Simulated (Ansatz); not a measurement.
The parent structure is CdSe in the wurtzite structure (space group P6_3mc, No. 186; a = 4.340 Å, c = 7.078 Å). Axes: x lies along a and z along c of the hexagonal cell.

Computed with DFT with r2SCAN, PAW potentials and a 500 eV plane-wave cutoff in Ansatz (an electronic-structure program), without spin-orbit coupling.

Before the change:

The valence-band top at Γ is 0.00, 0.00, -0.04 eV, the volume per atom comes out as 28.86 Å³ and the gap character comes out as direct at Γ.

The change: biaxial strain +0.68 %, plane normal [001], relaxed out of plane (Cartesian); in-plane vectors clamped, the third vector and the atoms free.

Task: What happens to the valence-band top at Γ?

Result: The valence-band top at Γ (three highest levels, from the VBM) becomes 0.00, -0.01, -0.01 eV (base: 0.00, 0.00, -0.04 eV).

Task: Estimate the effect on the in-plane stress.

Result: The mean in-plane stress (compression positive) amounts to -0.6 GPa.

Task: Estimate the effect on the volume per atom.

Result: The volume per atom goes up by 0.215 Å³ to 29.08 Å³.

Task: How does this affect the gap character?

Result: The gap character is still direct at Γ.

No phonon test of stability was made.
